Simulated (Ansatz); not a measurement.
This Ansatz (an electronic-structure program) input is the reference run, KF in the rock salt structure (space group Fm-3m, No. 225), computed with plane-wave PAW DFT at the PBE level (Ansatz, 420 eV), without spin-orbit coupling:

Ansatz 0.2 input:
```yaml
crystal:
  lattice:
    - [0, 2.7103720322, 2.7103720322]
    - [2.7103720322, 0, 2.7103720322]
    - [2.7103720322, 2.7103720322, 0]
  atoms:
    - { symbol: K, position: [0, 0, 0] }
    - { symbol: F, position: [0.5, 0.5, 0.5] }
basis: { ecutwfc: 420, ecutrho_ratio: 4, xc_grid: 2, fft_grid_basis: typed }
kpoints: { mp_grid: { grid: [11, 11, 11] } }
hamiltonian:
  xc: pbe
  dispersion: none
  pseudopotentials: { kind: paw }
scf: { occupations: { method: fermi_dirac, width: 0.05 }, convergence: { dr2_threshold: 0.0000000002 } }
output: { forces: true, stress: true }
checkpoint: { write: state.ck, write_every: 1000 }
```

Write the input for this change: an isotropic linear strain of −3.00 %; the atoms relax in the strained cell.


Ansatz 0.2 input:
```yaml
crystal:
  lattice:
    - [0, 2.6290608712, 2.6290608712]
    - [2.6290608712, 0, 2.6290608712]
    - [2.6290608712, 2.6290608712, 0]
  atoms:
    - { symbol: K, position: [0, 0, 0] }
    - { symbol: F, position: [0.5, 0.5, 0.5] }
basis: { ecutwfc: 420, ecutrho_ratio: 4, xc_grid: 2, fft_grid_basis: typed }
kpoints: { mp_grid: { grid: [11, 11, 11] } }
hamiltonian:
  xc: pbe
  dispersion: none
  pseudopotentials: { kind: paw }
scf: { occupations: { method: fermi_dirac, width: 0.05 }, convergence: { dr2_threshold: 0.0000000002 } }
relax: { f_tol: 0.005, max_steps: 50 }
output: { forces: true, stress: true }
checkpoint: { write: state.ck, write_every: 1000 }
```
This is the input that was run.

No phonon test of stability was made.
